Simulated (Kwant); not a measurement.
Device: wire with an abrupt hard-wall neck in a In0.53Ga0.47As two-dimensional gas. Effective mass 0.041 mₑ, grid spacing 6.2 nm, hard walls, nominal width 150 nm (25 grid rows, so walls 161.2 nm apart), one parabolic valley, scattering region 450 nm long along x; energies count from the band bottom; Fermi energy swept from 0.00020381 to 0.006318 eV. Central neck 71 nm wide and 200 nm long.

The device is made up for the run: typed textbook-type constants, with dimensions and the other settings drawn at random.

Computed with Kwant: effective-mass tight-binding model on a square grid, one spin, coherent transport at 0 K. Conductance is in e²/h.

Density of the scattering states that come in from the left lead, at energy = 0.0017102 eV, in bins, relative to the largest site value (x marks bins outside the device):

```
|011111000000xxxxxxxxxxxxxxxxxxxx000000000000|
|233433221100xxxxxxxxxxxxxxxxxxxx000000000000|
|355665432100xxxxxxxxxxxxxxxxxxxx000000000000|
|467877543210xxxxxxxxxxxxxxxxxxxx000000000000|
|579998643210xxxxxxxxxxxxxxxxxxxx000000000000|
|589998654320xxxxxxxxxxxxxxxxxxxx000000000000|
|57998754332100000000000000000000000000000000|
|46787543333322222221111110000000000000000000|
|35665432234444444443333221110000000000000000|
|23443211235566666665544332211100000000000000|
|12332100135788888877665443221100000000000000|
|12332100235678888877665443221100000000000000|
|23443211235566666665544332211100000000000000|
|35665432234444444443333221110000000000000000|
|46787543333322222221111110000000000000000000|
|57998754332100000000000000000000000000000000|
|589998654320xxxxxxxxxxxxxxxxxxxx000000000000|
|579998643210xxxxxxxxxxxxxxxxxxxx000000000000|
|467877543210xxxxxxxxxxxxxxxxxxxx000000000000|
|355665432100xxxxxxxxxxxxxxxxxxxx000000000000|
|233433221100xxxxxxxxxxxxxxxxxxxx000000000000|
|011111000000xxxxxxxxxxxxxxxxxxxx000000000000|
```
Scale: ten equal steps from 0.000 (start of '0') to 0.999 (end of '9'), in the order '0123456789'; x runs from -218 to 218, y from -71.0 (bottom) to 71.0 (top).

The conductance there is 0.21 e²/h with 2 open channel(s) in the leads.
